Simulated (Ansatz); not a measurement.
The starting structures come from a database of crystals and need not be the phases stable at ambient conditions.

The decay constant κ of evanescent states in the gap governs leakage through a thin film.

```
CELL_PARAMETERS angstrom
      3.83100     0.00104     0.00141
      1.91188     7.61107     0.37834
     -0.00162    -1.94993     9.20462
ATOMIC_POSITIONS crystal
  Ge 0.74793 0.50402 0.21580
  Ge 0.25207 0.49598 0.78420
  Ge 0.62605 0.74824 0.07327
  Ge 0.37395 0.25176 0.92673
  Ge 0.06935 0.86151 0.41127
  Ge 0.93065 0.13849 0.58873
  As 0.35209 0.29553 0.19284
  As 0.64791 0.70447 0.80716
  As 0.02922 0.94199 0.16375
  As 0.97078 0.05801 0.83625
  As 0.66371 0.67264 0.46240
  As 0.33629 0.32736 0.53760
```

Space group of this cell: P-1. The cell was relaxed by PBE-D3(BJ); by PBEsol its mean pressure is -0.6 GPa.

Transport runs along the normal of the first two printed cell vectors.

No gap correction and no spin-orbit coupling; mid-gap values are interpolated between computed energies.

State the band gap and the smallest decay constant κ at mid-gap according to PBEsol (Ansatz, a quantum-chemistry and plane-wave program).

Gap 0.20 eV on a 8×4×4 mesh; κ = 0.059 1/Å, at (0.000, 0.500) of the in-plane reciprocal vectors. At the zone centre, at the nearest computed energy, the slowest state has κ = 0.11 1/Å.
